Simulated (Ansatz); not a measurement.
The reference is Cs2PtH6 (space group Fm-3m, No. 225; a = 8.9772 Å; a cell from a computed database, its experimental status unchecked).

The values are results of r2SCAN in Ansatz (plane waves to 500 eV, PAW, spin-orbit coupling left out), earlier PAW set, not measurements.

Before the change:

```
Quantity             Value
-------------  -----------
Gap character  direct at X
Band gap           4.24 eV
```

Modification: a negative pressure, −1 GPa.

What does the calculation give for the gap character and band gap after the change?

The gap character is still direct at X; the band gap goes up by 0.064 eV, from 4.24 eV to 4.31 eV.

With Pt present, leaving out spin-orbit coupling can change the band edges. Load acts through the strain it causes; cell and atoms are relaxed under it. No phonon test of stability was made.

Ansatz is a first-principles code.
